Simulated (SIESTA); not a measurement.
A self-consistent single point of Li₂Al (Cm, 6 atoms in the cell) with SIESTA.

Level of theory: GGA PBEsol, numerical atomic orbitals DZP, PseudoDojo PBEsol standard norm-conserving potentials (rewritten from UPF to PSML) run with SIESTA.

```xyz
6
Lattice="2.2992 -4.8477 0.0000 2.2992 4.8477 0.0000 0.0000 0.0000 4.4442" Properties=species:S:1:pos:R:3 pbc="T T T"
Li     2.2992     2.5073     1.1610
Li     2.2992    -2.5073     3.3331
Li     2.2992    -0.8712     1.1110
Li     2.2992     0.8712     3.3331
Al     2.2992    -4.1208     1.1110
Al     2.2992     4.1208     3.3331
```

Reference input (self-consistent single point, DFT, GGA PBEsol, numerical atomic orbitals DZP, PseudoDojo PBEsol standard norm-conserving potentials (rewritten from UPF to PSML)): XC.functional = GGA; XC.authors = PBEsol; potentials = PseudoDojo PBEsol standard; PAO.BasisSize = DZP; PAO.EnergyShift = 0.01 Ry; MeshCutoff = 350 Ry; kgrid.MonkhorstPack = 7 7 7; OccupationFunction = MP; OccupationMPOrder = 0; ElectronicTemperature = 1160.45 K; PAO.Polarization.NonPerturbative = true; MaxSCFIterations = 150. This run's input differs from it in these lines:

```diff
@@ -33,5 +33,5 @@
 %block kgrid.MonkhorstPack
-    7   0   0  0.0
-    0   7   0  0.0
-    0   0   7  0.0
+    9   0   0  0.0
+    0   9   0  0.0
+    0   0   9  0.0
 %endblock kgrid.MonkhorstPack
```

Log, with long lists cut:

```
        iscf     Eharris(eV)        E_KS(eV)     FreeEng(eV)     dDmax    Ef(eV) dHmax(eV)
   scf:    1     -889.016690     -904.673632     -904.682073  1.458006 -6.583833  1.039532
   scf:    2     -904.825052     -904.752366     -904.760772  0.018000 -6.605421  0.815412
   scf:    3     -904.921995     -904.865414     -904.873062  0.055221 -6.679698  0.240322
   scf:    4     -904.873469     -904.869869     -904.877560  0.014840 -6.701228  0.143144
   scf:    5     -904.870367     -904.870174     -904.877930  0.005516 -6.709232  0.096979
   [... 2 lines left out ...]
   scf:    8     -904.870232     -904.870226     -904.878042  0.000076 -6.710499  0.005699
   scf:    9     -904.870237     -904.870231     -904.878043  0.000091 -6.710308  0.001566
   scf:   10     -904.870235     -904.870233     -904.878043  0.000034 -6.710241  0.000428
   scf:   11     -904.870234     -904.870233     -904.878043  0.000007 -6.710227  0.000236
SCF Convergence by DM+H criterion
max |DM_out - DM_in|         :     0.0000072369
max |H_out - H_in|      (eV) :     0.0002356283
SCF cycle converged after 11 iterations

Using DM_out to compute the final energy and forces

siesta: E_KS(eV) =             -904.8702

siesta: E_KS - E_eggbox =      -904.8702

siesta: Atomic forces (eV/Ang):
     1   -0.000000   -0.020120   -0.153102
     2   -0.000000    0.017528    0.011418
     3   -0.000000    0.000398    0.000624
     4   -0.000000   -0.002950    0.049359
     5    0.000000    0.124100    0.006648
     6    0.000000   -0.119130    0.085039
   Tot   -0.000000   -0.000174   -0.000014
   Max    0.153102
   Res    0.059440    sqrt( Sum f_i^2 / 3N )
   Max    0.153102    constrained

   [... lines left out ...]
siesta: FreeEng =      -904.878043
   [... lines left out ...]
siesta:     0.002399   -0.000000    0.000000
siesta:    -0.000000    0.002470   -0.000191
siesta:     0.000000   -0.000191   -0.002243

siesta: Cell volume =         99.067851 Ang**3

siesta: Pressure (static):
siesta:                Solid            Molecule  Units
siesta:          -0.00000953          0.00001917  Ry/Bohr**3
siesta:          -0.00087538          0.00175997  eV/Ang**3
siesta:          -1.40250731          2.81978039  kBar
```

The run converged in 11 iterations. Against the reference run the free energy rises by 1.5 meV/atom, the pressure stays near -0.14 GPa while the yy stress (positive for compression) goes from 0.01 to -0.40 GPa and the largest force moves little (0.155 to 0.154 eV/Å).

The starting cell comes from a database of computed structures (which also holds hypothetical and non-ambient phases and stackings), without a prior relaxation at this level. Its lattice was rescaled by up to half a per cent. One atom was moved a little off its site on purpose. Values carry the incompleteness of an atom-centred basis.

Cost on one core of a shared machine: roughly 80 s.
